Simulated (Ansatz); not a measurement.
BeS (F-43m), PBEsol, rigid bands in Ansatz (a quantum-chemistry and plane-wave program): band gap 2.91 eV, N_c = 1.97e19 cm⁻³ and N_v = 8.71e19 cm⁻³ at 300 K, conductivity masses of 0.368 mₑ (electrons) and 0.665 mₑ (holes). Take k_BT = 0.02585 eV.

### Question
A film of it is 3 nm thick. Estimate the confinement energies in an infinite well.

### Answer
ħ²π²/(2m t²) = 0.376 eV·nm²/(m/mₑ × t²) gives 114 meV for electrons and 62.8 meV for holes, so the gap would widen to about 3.09 eV. Finite barriers and nonparabolic bands lower this, and with several valleys or bands the heaviest mass along the normal sets the lowest level, not this average.

### Question
What thermal injection velocity √(2k_BT/πm) limits a ballistic channel?

### Answer
8.87e6 cm/s for electrons and 6.60e6 cm/s for holes, a ratio of √(m_h/m_e) = 1.34, for dilute carriers.

### Question
Find the intrinsic carrier density and the intrinsic Fermi level.

### Answer
n_i = √(N_c N_v) exp(−E_g/2k_BT) = 4.14e19 × exp(−56.28) = 1.5e-5 cm⁻³. The level lies (k_BT/2) ln(N_v/N_c) = 19 meV from mid-gap (positive towards the conduction band). Each 0.1 eV added to the gap lowers n_i by a factor of 6.9.

Rigid, parabolic bands with the computed gap; masses take one relaxation time for all states. Spin-orbit coupling is left out; where it splits the top of the valence band, N_v and the p-type Seebeck coefficient come out somewhat high without it.
